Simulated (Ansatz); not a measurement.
A short convergence ladder for AlInSb2 (Pmm2, 4 atoms in the cell)

```
AlInSb2
1.0
    4.49265     0.00000     0.00000
    0.00000     4.49265     0.00000
    0.00000     0.00000     6.32977
Al In Sb
1 1 2
Direct
  0.00000   0.00000   0.00790
  0.50000   0.50000   0.50000
  0.00000   0.50000   0.23337
  0.50000   0.00000   0.76663
```

Base method: LDA (PW92), default PAW files made with PBE (plane waves; Ansatz, a quantum-chemistry and plane-wave program).

Base settings: basis.ecutwfc = 420 eV; kpoints.mp_grid.grid = 6 6 4; hamiltonian.xc = lda; hamiltonian.pseudopotentials = {kind: paw} (the program's default PAW files); scf.occupations.method = fermi_dirac; scf.occupations.width = 0.01 eV.

**The width of Fermi-Dirac smearing**

The mesh stays at the base's, so the ladder's end is converged at best in this setting alone.

Only quantities that move along the ladder and can be compared are tabulated.

| scf.occupations.width | free energy less the last step's (meV/atom) | pressure (GPa) | largest difference of a force vector from the last step's (eV/Å) |
|---|---|---|---|
| 1 eV | -561.08 | 2.24 | 0.363 |
| 0.5 eV | -70.83 | -0.81 | 0.147 |
| 0.2 eV | -2.69 | -1.54 | 0.015 |
| 0.1 eV | -0.30 | -1.61 | 0.003 |
| 0.02 eV | 0.00 | -1.65 | 0.000 |

Widest scf.occupations.width that holds the forces within 0.02 eV/Å of the last step, with all finer ones: 0.2 eV; the step before is off by 0.15 eV/Å.

Widest scf.occupations.width that holds the pressure within 0.2 GPa of the last step, with all finer ones: 0.2 eV; the step before is off by 0.84 GPa.

Widest scf.occupations.width that holds the free energy within 1 meV/atom of the last step, with all finer ones: 0.1 eV; the step before is off by 2.7 meV/atom.

On the base run: the starting cell comes from a database of computed structures (which also holds hypothetical and non-ambient phases and stackings), without a prior relaxation at this level. Its lattice was rescaled by up to half a per cent. One atom was moved a little off its site on purpose. Ansatz's pressure includes its estimate of the finite-basis (Pulay) stress.

Keys are those of Ansatz 0.2.
